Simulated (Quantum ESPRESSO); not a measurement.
Input and output of a self-consistent single point for KBr (Fm-3m, 2 atoms in the cell) (Quantum ESPRESSO).

Computed with PBE, PSlibrary PAW (PBE) pseudopotentials (plane waves; Quantum ESPRESSO).

The change in words: lattice scaled by 0.97. Reference geometry:
```yaml
crystal:
  lattice:
    - [0.00000, 3.31628, 3.31628]
    - [3.31628, 0.00000, 3.31628]
    - [3.31628, 3.31628, 0.00000]
  atoms:
    - { symbol: K, position: [0.00000, 0.00000, 0.00000] }
    - { symbol: Br, position: [0.50000, 0.50000, 0.50000] }
```

Reference input (self-consistent single point, DFT, PBE, plane waves, PSlibrary PAW (PBE) pseudopotentials): ecutwfc = 55 Ry; ecutrho = 385 Ry; occupations = smearing; smearing = gaussian; degauss = 0.000734986 Ry; potentials = {K: K.pbe-spn-kjpaw_psl.1.0.0.UPF, Br: Br.pbe-n-kjpaw_psl.1.0.0.UPF}; K_POINTS = automatic 5 5 5 0 0 0; conv_thr = 1e-10 Ry; mixing_beta = 0.7. This run's input differs from it in these lines:

```diff
@@ -27,3 +27,3 @@
 K     0.00000000    0.00000000    0.00000000
-Br    3.31628400    3.31628400    3.31628400
+Br    3.21679500    3.21679500    3.21679500
 K_POINTS automatic
@@ -31,5 +31,5 @@
 CELL_PARAMETERS bohr
-   0.00000000     6.26686851     6.26686851
-   6.26686851     0.00000000     6.26686851
-   6.26686851     6.26686851     0.00000000
+   0.00000000     6.07886155     6.07886155
+   6.07886155     0.00000000     6.07886155
+   6.07886155     6.07886155     0.00000000
```

Log, with long lists cut:

```
     Self-consistent Calculation

     iteration #  1     ecut=    55.00 Ry     beta= 0.70

     Threshold (ethr) on eigenvalues was too large:
     Diagonalizing with lowered threshold

     total energy              =    -317.62619149 Ry
     estimated scf accuracy    <       0.04261911 Ry

     iteration #  2     ecut=    55.00 Ry     beta= 0.70

     total energy              =    -317.63780403 Ry
     estimated scf accuracy    <       0.00783268 Ry

     iteration #  3     ecut=    55.00 Ry     beta= 0.70

     total energy              =    -317.63956909 Ry
     estimated scf accuracy    <       0.00019283 Ry

   [... 4 blocks of this kind left out ...]

     iteration #  8     ecut=    55.00 Ry     beta= 0.70

     total energy              =    -317.63960974 Ry
     estimated scf accuracy    <          1.6E-10 Ry

     iteration #  9     ecut=    55.00 Ry     beta= 0.70
     End of self-consistent calculation

     the Fermi energy is     2.0942 ev

!    total energy              =    -317.63960974 Ry
     estimated scf accuracy    <          2.3E-11 Ry
     smearing contrib. (-TS)   =      -0.00000000 Ry
     internal energy E=F+TS    =    -317.63960974 Ry

     convergence has been achieved in   9 iterations

     Forces acting on atoms (cartesian axes, Ry/au):

     atom    1 type  1   force =     0.00000000    0.00000000    0.00000000
     atom    2 type  2   force =    -0.00000000   -0.00000000    0.00000000

     Total force =     0.000000     Total SCF correction =     0.000000

          total   stress  (Ry/bohr**3)                   (kbar)     P=       21.91
   0.00014894  -0.00000000  -0.00000000           21.91       -0.00       -0.00
  -0.00000000   0.00014894  -0.00000000           -0.00       21.91       -0.00
  -0.00000000  -0.00000000   0.00014894           -0.00       -0.00       21.91

   JOB DONE.
```

The run converged in 9 iterations. Against the reference run the free energy rises by 25.6 meV/atom, the pressure goes from 0.42 to 2.19 GPa and the gap on the mesh goes from 4.396 to 4.651 eV. The full log also holds: “c_bands:  1 eigenvalues not converged”.

The starting cell comes from a database of computed structures (which also holds hypothetical and non-ambient phases and stackings), without a prior relaxation at this level. Its lattice was rescaled by a random factor within 2.5 % of one. For this run, on top of that: lattice scaled by 0.97.
